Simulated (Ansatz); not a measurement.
# ScAl2, element substitutions

The reference is ScAl₂ in the cubic Laves (MgCu2 type) structure (space group Fd-3m, No. 227; a cell from a computed database, its experimental status unchecked).

```
CELL_PARAMETERS angstrom
      0.00000     3.76372     3.76372
      3.76372     0.00000     3.76372
      3.76372     3.76372     0.00000
ATOMIC_POSITIONS crystal
  Sc 0.00000 0.00000 0.00000
  Sc 0.25000 0.25000 0.25000
  Al 0.62500 0.62500 0.62500
  Al 0.12500 0.62500 0.62500
  Al 0.62500 0.62500 0.12500
  Al 0.62500 0.12500 0.62500
```

Each row replaces one element on all its sites; cell and atoms are relaxed.

Level of theory: Ansatz (a program for electronic structure), PBEsol, PAW, cutoff 420 eV, no SOC.

```
variant  shortest interatomic distance     density
-------  -----------------------------  ----------
base                           2.661 Å  3.08 g/cm³
Sc → K                             ___         ___
Sc → Tl                        2.821 Å  6.75 g/cm³
Al → Mg                        2.895 Å  2.27 g/cm³
```

Task: Complete the table.

Result: 
- Sc → K, shortest interatomic distance: 2.935 Å
- Sc → K, density: 2.16 g/cm³

No phonon test of stability was made. As relaxed here, KAl2, Al2Tl and Mg2Sc are hypothetical phases, not in the database extracts checked. The final runs are not spin-polarised. ScAl2 and Mg2Sc have a high density of states at the Fermi level and may be magnetic at this level.
